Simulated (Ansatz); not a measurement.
An Ansatz (a program for electronic structure) input (PBEsol in Ansatz (plane waves to 420 eV, PAW, spin-orbit coupling left out), earlier PAW set):

Ansatz 0.2 input:
```yaml
crystal:
  lattice:
    - [1.4842392532, 0.8569259324, 2.1098201937]
    - [-1.4842392532, 0.8569259324, 2.1098201937]
    - [0, -1.7138518647, 2.1098201937]
  atoms:
    - { symbol: W, position: [0, 0, 0] }
basis: { ecutwfc: 420, ecutrho_ratio: 4, xc_grid: 2, fft_grid_basis: typed }
kpoints: { mp_grid: { grid: [19, 19, 19] } }
hamiltonian:
  xc: pbesol
  dispersion: none
  pseudopotentials: { azcp: { folder: ./paw }, kind: paw }
scf: { occupations: { method: fermi_dirac, width: 0.05 }, convergence: { dr2_threshold: 0.0000000001 } }
output: { forces: true, stress: true }
checkpoint: { write: state.ck, write_every: 1000 }
```

### Question
Which symmetry and how many k-points will the program report, and about how many plane waves at Γ?

### Answer
Space group R-3m (ITA 166) with 12 operations, k-points 670 of 6859, and 319 plane waves at Γ.

Whether these cells are dynamically stable was not tested. The final runs are not spin-polarised. The cell was made from Te by this change: Te → W; the result is a hypothetical phase, not in the database extracts checked. No dispersion term is included in the PBEsol runs.
